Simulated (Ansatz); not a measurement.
SnSe (model structure, within 0.1 Å of Fm-3m, No. 225, 6 atoms in the cell), treated with PBEsol in Ansatz (PAW).

Numerical settings: plane-wave cutoff 520 eV, 18×18×6 k mesh (along the axes of the cell as run), Fermi–Dirac smearing 0.05 eV, scalar-relativistic PAW data made under PBE.

Cell (relaxed with PBEsol):

```yaml
crystal:
  lattice:
    - [4.20732, 0.00000, 0.00000]
    - [-2.10366, 3.64365, 0.00000]
    - [0.00000, 0.00000, 10.30503]
  atoms:
    - { symbol: Sn, position: [0.00000, 0.33346, 0.66667] }
    - { symbol: Sn, position: [0.66654, 0.66654, 0.00000] }
    - { symbol: Sn, position: [0.33346, 0.00000, 0.33333] }
    - { symbol: Se, position: [0.00000, 0.33327, 0.16667] }
    - { symbol: Se, position: [0.66673, 0.66673, 0.50000] }
    - { symbol: Se, position: [0.33327, 0.00000, 0.83333] }
```

### Question
Predict the band gap and direct gap at Γ.

### Answer

band gap: 0.14 eV (under three smearing widths, so not firm)
direct gap at Γ: 2.03 eV

Spin–orbit coupling is not included.

The computed numbers hold no vibrational or temperature effects.

Cost on a shared machine: around 2.6 core-minutes (rough).

A model structure was made by putting elements into a prototype or built by hand; it is no filed structure, need not be a known phase, and can be a saddle point held by its symmetry.

Ansatz is a quantum-chemistry and plane-wave program.
